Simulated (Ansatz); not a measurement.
# Short convergence ladders for TlCu₂S₂ (I4mm, 5 atoms in the cell)

```
CELL_PARAMETERS angstrom
     -1.88931     1.88931     6.81150
      1.88931    -1.88931     6.81150
      1.88931     1.88931    -6.81150
ATOMIC_POSITIONS crystal
  Tl 0.00367 0.00367 0.00000
  Cu 0.75000 0.25000 0.50000
  Cu 0.25000 0.75000 0.50000
  S  0.64799 0.64799 0.00000
  S  0.35201 0.35201 0.00000
```

Base method: PBEsol, default PAW files made with PBE (plane waves; Ansatz, an electronic-structure program).

Base settings: basis.ecutwfc = 420 eV; kpoints.mp_grid.grid = 6 6 6; hamiltonian.xc = pbesol; hamiltonian.pseudopotentials = {kind: paw} (the program's default PAW files); scf.occupations.method = gaussian; scf.occupations.width = 0.1 eV.

The count of work is k-points × plane waves × bands × iterations; it is no time. 

**The cutoff for other potential files**

Level: DFT, PBEsol, plane waves, harder PAW files (source: ansatz) made with PBE.

In this ladder: hamiltonian.pseudopotentials = {kind: paw, source: ansatz}.

The second cell is the first with its lattice scaled by 0.98.

The mesh stays at the base's, so the ladder's end is converged at best in this setting alone.

The first pressure column holds Ansatz's estimate of the finite-basis (Pulay) stress, which hides part of the cutoff error; the other is without it.

Only quantities that move along the ladder and can be compared are tabulated.

| basis.ecutwfc | free energy less the last step's (meV/atom) | energy of the compressed cell less the first (meV/atom) | pressure (GPa) | pressure without the Pulay estimate (GPa) | largest difference of a force vector from the last step's (eV/Å) | count of work / last |
|---|---|---|---|---|---|---|
| 315 eV | 10276.60 | 1.94 | -3.07 | -420.65 | 0.269 | 0.12 |
| 385 eV | 1921.23 | -17.69 | -3.84 | -103.73 | 0.029 | 0.16 |
| 490 eV | 113.33 | -7.46 | -3.22 | -12.35 | 0.008 | 0.21 |
| 595 eV | 3.12 | -8.66 | -3.28 | -3.66 | 0.001 | 0.28 |
| 700 eV | 0.52 | -8.68 | -3.28 | -3.28 | 0.001 | 0.36 |
| 840 eV | 0.39 | -8.69 | -3.28 | -3.28 | 0.000 | 0.46 |
| 1050 eV | 0.16 | -8.69 | -3.28 | -3.29 | 0.000 | 0.65 |
| 1400 eV | 0.00 | -8.70 | -3.28 | -3.29 | 0.000 | 1.0 |

Coarsest basis.ecutwfc that holds the pressure without the Pulay estimate within 0.1 GPa of the last step, with all finer ones: 700 eV, at 0.36 of the last step's count of work; the step before is off by 0.37 GPa.

Coarsest basis.ecutwfc that holds the free energy within 2 meV/atom of the last step, with all finer ones: 700 eV, at 0.36 of the last step's count of work; the step before is off by 3.1 meV/atom.

Coarsest basis.ecutwfc that holds the energy of the compressed cell less the first within 1 meV/atom of the last step, with all finer ones: 595 eV, at 0.28 of the last step's count of work; the step before is off by 1.2 meV/atom.

The energy difference between the two cells stays within 1 meV/atom of the last step's from 595 eV on, the total only from 700 eV on: much of the error is common to both cells and cancels.

At the lowest cutoff the pressure without the Pulay estimate lies 417 GPa under the last step's, the usual sign of Pulay stress in an incomplete plane-wave basis.

**The density cutoff**

The second cell is the first with its lattice scaled by 0.98.

The mesh stays at the base's, so the ladder's end is converged at best in this setting alone.

Only quantities that move along the ladder and can be compared are tabulated.

| basis.ecutrho_ratio | free energy less the last step's (meV/atom) | energy of the compressed cell less the first (meV/atom) | pressure (GPa) |
|---|---|---|---|
| 2 | -6.44 | -9.09 | -2.94 |
| 3 | -0.13 | -8.77 | -3.29 |
| 4 | 0.00 | -8.76 | -3.29 |
| 5 | 0.00 | -8.76 | -3.29 |
| 6 | 0.00 | -8.76 | -3.29 |
| 8 | 0.00 | -8.76 | -3.29 |
| 10 | 0.00 | -8.76 | -3.29 |
| 12 | 0.00 | -8.76 | -3.29 |
| 16 | 0.00 | -8.76 | -3.29 |

Coarsest basis.ecutrho_ratio that holds the free energy within 0.5 meV/atom of the last step, with all finer ones: 3; the step before is off by 6.4 meV/atom.

Coarsest basis.ecutrho_ratio that holds the energy of the compressed cell less the first within 0.2 meV/atom of the last step, with all finer ones: 3; the step before is off by 0.33 meV/atom.

Coarsest basis.ecutrho_ratio that holds the pressure within 0.1 GPa of the last step, with all finer ones: 3; the step before is off by 0.36 GPa.

The energy difference between the two cells stays within 1 meV/atom of the last step's from 2 on, the total only from 3 on: much of the error is common to both cells and cancels.

**The relaxed cell against the cutoff**

On TlCu2S2 (I4/mmm, 5 atoms in the cell): atoms on their sites.

In this ladder: relax = cell and atoms.

The mesh stays at the base's, so the ladder's end is converged at best in this setting alone.

Only quantities that move along the ladder and can be compared are tabulated.

```csv
basis.ecutwfc,relaxed volume (Å³/atom),relaxation steps
250 eV,18.536,50
295 eV,18.483,19
355 eV,18.376,7
420 eV,18.359,7
505 eV,18.359,5
630 eV,18.356,5
840 eV,18.356,5
```

Coarsest basis.ecutwfc that holds the relaxed volume within 0.092 Å³/atom of the last step, with all finer ones: 355 eV; the step before is off by 0.13 Å³/atom.

At the lowest cutoff the cell relaxes to a volume 1.0 % larger than at the highest. Ansatz relaxes on a stress corrected for the finite basis.

On the base run: the starting cell comes from a database of computed structures (which also holds hypothetical and non-ambient phases and stackings), without a prior relaxation at this level. Its lattice was rescaled by up to half a per cent. One atom was moved a little off its site on purpose. Spin polarisation is off; with an odd number of electrons in the cell that forces a metal, and a magnetic state may lie lower.

Left out of this page: 1 run of the series failed or unconverged.

Keys are those of Ansatz 0.2.
